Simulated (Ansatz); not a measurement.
The starting structures come from a database of crystals and need not be the phases stable at ambient conditions.

Inside the gap of an insulator the Bloch states are evanescent, with a wavenumber k + iκ along the transport direction.

Input:

```yaml
crystal:
  lattice:
    - [6.79975, 0.00000, 0.00000]
    - [-3.39988, 8.21323, 0.00000]
    - [0.00000, -3.58778, 6.78692]
  atoms:
    - { symbol: K, position: [0.81589, 0.63178, 0.61573] }
    - { symbol: K, position: [0.18411, 0.36822, 0.38427] }
    - { symbol: K, position: [0.68411, 0.36822, 0.98395] }
    - { symbol: K, position: [0.31589, 0.63178, 0.01605] }
    - { symbol: K, position: [0.75000, 0.00000, 0.50000] }
    - { symbol: K, position: [0.25000, 0.00000, 0.50000] }
    - { symbol: In, position: [0.25000, 0.00000, 0.00000] }
    - { symbol: In, position: [0.75000, 0.00000, 0.00000] }
    - { symbol: P, position: [0.40317, 0.80634, 0.71376] }
    - { symbol: P, position: [0.59683, 0.19366, 0.28624] }
    - { symbol: P, position: [0.09683, 0.19366, 0.90742] }
    - { symbol: P, position: [0.90317, 0.80634, 0.09258] }
```

Space group of this cell: Ibam. The cell is taken as given.

Transport runs along the normal of the first two printed cell vectors.

No gap correction and no spin-orbit coupling; mid-gap values are interpolated between computed energies.

Q: Give the band gap and the smallest decay constant κ at mid-gap that r2SCAN run with Ansatz (a program for electronic structure) yields.

A: Gap 1.22 eV on a 6×6×6 mesh; κ = 0.131 1/Å, at the zone centre.
